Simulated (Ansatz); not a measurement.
Base system: Sc in the hcp (Mg type) structure (space group P6_3/mmc, No. 194).

Space group P6₃/mmc (No. 194); a = 3.331 Å, b = 3.331 Å, c = 5.194 Å, α = 90.00°, β = 90.00°, γ = 120.00°

```json
[
 {"atom": "Sc", "site": "2d", "symmetry": "-6m2", "x": "0.6667", "y": "0.3333", "z": "0.2500"}
]
```

All numbers come from r2SCAN (Ansatz, a quantum-chemistry and plane-wave program), no spin-orbit coupling, earlier PAW set.

One change was made to it. Results:

```json
[
 {"quantity": "lattice parameter a", "base": "333.1 pm", "after": "352.1 pm"},
 {"quantity": "band gap", "base": "zero", "after": "zero"},
 {"quantity": "c/a ratio", "base": "1.559", "after": "1.591"}
]
```

### Question
Which change produced these results?
A. Sc → Tl
B. Sc → Ca
C. Sc → Y
D. Sc → Ti

### Answer
A, Sc → Tl. For comparison, the lattice parameter a in the other runs: Sc → Ca gives 393.6 pm; Sc → Y gives 368.3 pm; Sc → Ti gives 293.6 pm.

Stability against distortions was not tested. The final runs are not spin-polarised. This is not the structure that Ca has at room temperature and ambient pressure.
